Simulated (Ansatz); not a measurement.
The starting structures come from a database of crystals and need not be the phases stable at ambient conditions.

Evanescent states of PbBrF (P4/nmm, 6 atoms a cell, 22.3 Å³ an atom) along the normal of (111)

Calculation: r2SCAN (plane waves, PAW; Ansatz, an electronic-structure program).

No gap correction and no spin-orbit coupling; mid-gap is the computed energy nearest the middle.

Energies count from the valence-band top; κ is the least over a 6×4 mesh across the current.

```json
[
 {"E (eV)": "0.07", "κ (1/Å)": "0.138", "where": "off Γ"},
 {"E (eV)": "0.23", "κ (1/Å)": "0.198", "where": "off Γ"},
 {"E (eV)": "0.38", "κ (1/Å)": "0.212", "where": "off Γ"},
 {"E (eV)": "0.53", "κ (1/Å)": "0.224", "where": "off Γ"},
 {"E (eV)": "0.68", "κ (1/Å)": "0.233", "where": "off Γ"},
 {"E (eV)": "0.82", "κ (1/Å)": "0.240", "where": "off Γ"},
 {"E (eV)": "0.97", "κ (1/Å)": "0.246", "where": "off Γ"},
 {"E (eV)": "1.12", "κ (1/Å)": "0.250", "where": "off Γ"},
 {"E (eV)": "1.27", "κ (1/Å)": "0.252", "where": "off Γ"},
 {"E (eV)": "1.43", "κ (1/Å)": "0.253", "where": "off Γ"},
 {"E (eV)": "1.57", "κ (1/Å)": "0.253", "where": "off Γ"},
 {"E (eV)": "1.73", "κ (1/Å)": "0.252", "where": "off Γ"},
 {"E (eV)": "1.88", "κ (1/Å)": "0.249", "where": "off Γ"},
 {"E (eV)": "2.02", "κ (1/Å)": "0.246", "where": "off Γ"},
 {"E (eV)": "2.17", "κ (1/Å)": "0.241", "where": "off Γ"},
 {"E (eV)": "2.33", "κ (1/Å)": "0.234", "where": "off Γ"},
 {"E (eV)": "2.48", "κ (1/Å)": "0.226", "where": "off Γ"},
 {"E (eV)": "2.62", "κ (1/Å)": "0.215", "where": "off Γ"},
 {"E (eV)": "2.77", "κ (1/Å)": "0.174", "where": "off Γ"},
 {"E (eV)": "2.92", "κ (1/Å)": "0.118", "where": "off Γ"}
]
```

Question: How thick must the barrier be to attenuate the transmission by 10^6 when the electrodes' Fermi level lies at 2.62 eV, and what attenuation does that film give at 1.57 eV?

Answer: d = 6 ln 10 / (2 × 0.215) = 32.1 Å. At 1.57 eV it gives 6 × 0.253/0.215 = 7.1 decades.
